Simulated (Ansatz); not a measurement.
An Ansatz (a first-principles code) run: YIr with a change (isotropic strain −3.47 %); PBEsol (Ansatz, PAW, no SOC).

Input:

Ansatz 0.2 input:
```yaml
crystal:
  lattice:
    - [3.2679073243, 0, 0]
    - [0, 3.2679073243, 0]
    - [0, 0, 3.2679073243]
  atoms:
    - { symbol: Y, position: [0.5, 0.5, 0.5] }
    - { symbol: Ir, position: [0, 0, 0] }
basis: { ecutwfc: 420, ecutrho_ratio: 4, xc_grid: 2, fft_grid_basis: typed }
kpoints: { mp_grid: { grid: [17, 17, 17] } }
hamiltonian:
  xc: pbesol
  dispersion: none
  pseudopotentials: { kind: paw }
scf: { occupations: { method: fermi_dirac, width: 0.1 }, convergence: { dr2_threshold: 0.0000000002 } }
relax: { f_tol: 0.005, max_steps: 50 }
output: { forces: true, stress: true }
checkpoint: { write: state.ck, write_every: 1000 }
```

Output (explanatory and most iteration lines left out):

```
Relaxation: its limit of steps is 50 (relax.max_steps)
Pseudopotential: Y, paw, valence charge 11
Pseudopotential: Ir, paw, valence charge 17
Crystal: 2 atoms, lattice volume = 34.899 Å³
Basis set: ecut = 420 eV, 691 PW (Γ), exchange–correlation on 48×48×48 points (8 copies of the dense FFT grid, shifted against one another)
Bands: 18, of which v1, the nominal top of the filled ones, is band 14 counted from 1 (13 counted from 0)
Symmetry: 48 space group operations
Space group: Pm-3m (ITA 221), of the structure as read, at distance tolerance 3.3e-5 Å
k-points: 165 of 4913
Functional: x = pbesol(κ = 0.804, μ = 0.12345679012345678), c = pbesol(β = 0.046)
SCF iter   1: F=—  HF=-15595.410378 eV  |F-HF|=—  |Δ(HF+E_count)|=         —  Δρ=5.43e-3  dr2=1.46e-2  ethr=1.77e-3  ⟨swp⟩=4.3  Hψ=12220  notcnv=0
SCF iter   2: F=—  HF=-15595.410123 eV  |F-HF|=—  |Δ(HF+E_count)|=   2.54e-4  Δρ=3.54e-3  dr2=6.88e-3  ethr=5.20e-5  ⟨swp⟩=1.2  Hψ=4335  notcnv=0
SCF 1 converged in 7 iterations: F = -15595.409090 eV  dr2 = 1.30e-11
relax step   1: F+E_penalty+E_count = -15595.40909014 eV  Δ(F+E_penalty+E_count) = +0.000e0 eV  max|allowed force component| = 4.602e-29 eV/Å  Δτ_max = 0.0000 Å  (7 SCF iters, accepted)
SCF converged after 7 iterations
Free energy (F): -15595.409090 eV
Internal energy: -15595.386318 eV  (E = F + TS)
E sigma→0 (E₀):  -15595.397704 eV
Entropy (-TS):   -0.022772 eV (-11.386 meV/atom)
Fermi energy:    19.299060 eV
--- Forces (eV/Å), atoms counted from 1 ---
  atom   1  Y      0.00000000     0.00000000    -0.00000000
  atom   2  Ir    -0.00000000    -0.00000000    -0.00000000
--- Stress (GPa, compression-positive) ---
       19.187635       0.000000       0.000000
       -0.000000      19.187635       0.000000
        0.000000       0.000000      19.187635
  P = ⅓ Tr σ = 19.1876 GPa (191.876 kbar)
--- Relaxed structure (1 steps of the walk, 1 accepted, 0 SCFs on fresh bases) ---
  atoms:
    - { symbol: Y, position: [0.49999999999999994, 0.49999999999999994, 0.49999999999999994] }
    - { symbol: Ir, position: [0.0, 0.0, 0.0] }
```

Stability against distortions was not tested. The final runs are not spin-polarised. The cell was made from YIr in the CsCl type structure (space group Pm-3m, No. 221) by this change: isotropic strain −3.47 %.
